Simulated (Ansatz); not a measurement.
Base system: GaAs in the zinc blende structure (space group F-43m, No. 216; a = 5.6028 Å).

Level of theory: Kohn–Sham DFT with the LDA functional, run in Ansatz (a first-principles code) with PAW and 420 eV plane waves, no spin-orbit coupling.

For the base:

The electron mass is 0.029 mₑ (at Γ) and the pressure is 0.01 GPa.

The change: the cell is scaled by 0.9900 in all directions; the atoms relax in the strained cell.

### Question
What does the calculation give for the electron mass after the change?

### Answer
The electron mass changes from 0.029 mₑ (at Γ) to 0.040 mₑ (at Γ).

### Question
What happens to the pressure?

### Answer
The pressure rises by 2.40 GPa, from 0.01 GPa to 2.41 GPa.

The levels and masses belong to the bands next to the band gap. Effective masses come from finite differences of ±0.01 Å⁻¹. No phonon test of stability was made.
